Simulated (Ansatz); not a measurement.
Formation energy of the bound charge states of P on the Si site (P_Si) in beta Si3N4 (start: the Si(1,4-fold) site; 84-site cell, 2×2×2 shifted sampling) against the Fermi level, Si-rich (Δμ(Si) = 0.00 eV, Δμ(P) = -0.23 eV, bounded by SiP2 (Pbam); only phases computed here count, gases as isolated molecules at 0 K). The numbers are results of PBE, PAW (plane waves to 420 eV; Ansatz, a quantum-chemistry and plane-wave program), not measurements.

Details: 84-site cell; 2×2×2 shifted k-points; host gap 4.25 eV; charged states image-corrected; energies good to tenths of an eV; flagged in the runs: a host whose relaxation on this sampling wasn't shown to rest.

```csv
E_F − E_VBM (eV),q = +1,q = 0,q = −1
0.00,1.21,4.89,8.08
0.53,1.74,4.89,7.55
1.06,2.27,4.89,7.02
1.60,2.81,4.89,6.49
2.13,3.34,4.89,5.96
2.66,3.87,4.89,5.42
3.19,4.40,4.89,4.89
3.72,4.93,4.89,4.36
4.25,5.46,4.89,3.83
```

Crossings of the lowest lines: (+1/−1) at 3.44 eV.
